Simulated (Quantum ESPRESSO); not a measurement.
Several settings converged on AlFe3 (I4mm, 4 atoms in the cell)

```yaml
crystal:
  lattice:
    - [2.03131, -2.03131, 2.87270]
    - [2.03131, 2.03131, 2.87270]
    - [-2.03131, -2.03131, 2.87270]
  atoms:
    - { symbol: Al, position: [0.01741, 0.99130, 0.99130] }
    - { symbol: Fe, position: [0.00000, 0.50000, 0.50000], spin: 4.0 }
    - { symbol: Fe, position: [0.50000, 0.75000, 0.25000], spin: 4.0 }
    - { symbol: Fe, position: [0.50000, 0.25000, 0.75000], spin: 4.0 }
```
(The spins are starting values, not results.)

Base method: PBEsol, PSlibrary ultrasoft (PBE) pseudopotentials (plane waves; Quantum ESPRESSO).

Base settings: ecutwfc = 55 Ry; ecutrho = 330 Ry; occupations = smearing; smearing = fd; degauss = 0.0073499 Ry; nspin = 2; input_dft = pbesol; potentials = {Al: Al.pbe-n-rrkjus_psl.1.0.0.UPF, Fe: Fe.pbe-n-rrkjus_psl.1.0.0.UPF}; K_POINTS = automatic 4 4 4 0 0 0; conv_thr = 1e-10 Ry.

The count of work is k-points × plane waves × bands × iterations; it is no time. Core times come from one kind of shared machine, to one figure; runs under 30 s give none.

**The plane-wave cutoff**

Moved along: ecutrho.

The second cell is the first with its lattice scaled by 0.98.

The mesh stays at the base's, so the ladder's end is converged at best in this setting alone.

Only quantities that move along the ladder and can be compared are tabulated.

| ecutwfc | free energy less the last step's (meV/atom) | energy of the compressed cell less the first (meV/atom) | pressure (GPa) | largest difference of a force vector from the last step's (eV/Å) | net moment (μB/atom) | count of work / last | core time / last (rough) |
|---|---|---|---|---|---|---|---|
| 19 Ry | 5087.55 | 45.83 | -293.07 | 0.021 | 1.363 | 0.064 | – |
| 25 Ry | 618.52 | -32.54 | -62.39 | 0.013 | 1.525 | 0.067 | – |
| 30 Ry | 89.29 | -3.54 | -14.72 | 0.002 | 1.542 | 0.14 | 0.2 |
| 38 Ry | 39.26 | -5.04 | -6.76 | 0.000 | 1.545 | 0.17 | 0.2 |
| 55 Ry | 4.55 | -5.65 | -6.65 | 0.000 | 1.545 | 0.45 | 0.4 |
| 110 Ry | 0.00 | -5.76 | -6.52 | 0.000 | 1.545 | 1.0 | 1 |

Coarsest ecutwfc that holds the free energy within 5 meV/atom: not settled: the last two steps still differ by 4.5 meV/atom, over half the tolerance, so the ladder does not show it.

Coarsest ecutwfc that holds the net moment within 0.05 μB/atom of the last step, with all finer ones: 25 Ry, at 0.067 of the last step's count of work; the step before is off by 0.18 μB/atom.

Coarsest ecutwfc that holds the forces within 0.005 eV/Å of the last step, with all finer ones: 30 Ry, at 0.14 of the last step's count of work and about 0.2 of the last step's time; the step before is off by 0.013 eV/Å.

At the lowest cutoff the pressure lies 287 GPa under the last step's, the usual sign of Pulay stress in an incomplete plane-wave basis.

**The cutoff for other potential files**

Level: DFT, PBEsol, plane waves, PseudoDojo standard norm-conserving (PBESOL) pseudopotentials.

In this ladder: ecutrho = default; input_dft = default; pseudopotentials = {Al: Al.upf, Fe: Fe.upf}.

The second cell is the first with its lattice scaled by 0.98.

The mesh stays at the base's, so the ladder's end is converged at best in this setting alone.

Only quantities that move along the ladder and can be compared are tabulated.

The magnetic state is not the same in all runs (site moments differ, or a search went on to a lower state), so steps between rows are not convergence errors alone.

```tsv
ecutwfc	free energy less the last step's (meV/atom)	energy of the compressed cell less the first (meV/atom)	pressure (GPa)	largest difference of a force vector from the last step's (eV/Å)	net moment (μB/atom)	count of work / last	core time / last (rough)
40 Ry	23876.92	-213.78	-983.37	0.024	1.365	0.17	0.2
63 Ry	908.41	-4.91	-101.22	0.003	1.635	0.32	0.4
90 Ry	0.92	-0.46	-4.90	0.000	1.633	0.55	0.9
135 Ry	0.00	-0.47	-4.82	0.000	1.633	1.0	1
```

Coarsest ecutwfc that holds the pressure within 0.2 GPa of the last step, with all finer ones: 90 Ry; the step before is off by 96 GPa.

Coarsest ecutwfc that holds the free energy within 2 meV/atom of the last step, with all finer ones: 90 Ry; the step before is off by 910 meV/atom.

Coarsest ecutwfc that holds the forces within 0.02 eV/Å of the last step, with all finer ones: 63 Ry, at 0.32 of the last step's count of work and about 0.4 of the last step's time; the step before is off by 0.024 eV/Å.

At the lowest cutoff the pressure lies 979 GPa under the last step's, the usual sign of Pulay stress in an incomplete plane-wave basis.

**The density cutoff**

The second cell is the first with its lattice scaled by 0.98.

The mesh stays at the base's, so the ladder's end is converged at best in this setting alone.

Only quantities that move along the ladder and can be compared are tabulated.

```csv
ecutrho,free energy less the last step's (meV/atom),energy of the compressed cell less the first (meV/atom),pressure (GPa),core time / last (rough)
110 Ry,-4.01,-5.22,-6.40,0.5
220 Ry,-0.04,-5.66,-6.66,0.6
330 Ry,-0.02,-5.65,-6.65,0.4
660 Ry,0.00,-5.66,-6.65,1
```

Coarsest ecutrho that holds the pressure within 0.1 GPa of the last step, with all finer ones: 220 Ry; the step before is off by 0.26 GPa.

Coarsest ecutrho that holds the free energy within 0.5 meV/atom of the last step, with all finer ones: 220 Ry; the step before is off by 4.0 meV/atom.

Coarsest ecutrho that holds the energy of the compressed cell less the first within 0.2 meV/atom of the last step, with all finer ones: 220 Ry; the step before is off by 0.44 meV/atom.

The energy difference between the two cells stays within 1 meV/atom of the last step's from 110 Ry on, the total only from 220 Ry on: much of the error is common to both cells and cancels.

On the base run: the starting cell comes from a database of computed structures (which also holds hypothetical and non-ambient phases and stackings), without a prior relaxation at this level. Its lattice was rescaled by up to half a per cent. One atom was moved a little off its site on purpose. The magnetic order is the one reached from the typed start; others were not searched systematically. In the base run, with a pressure of about -7 GPa the cell is away from its equilibrium volume at this level. Without a gap this mesh is coarse (it stands for a supercell whose shortest vector is 16 Å).
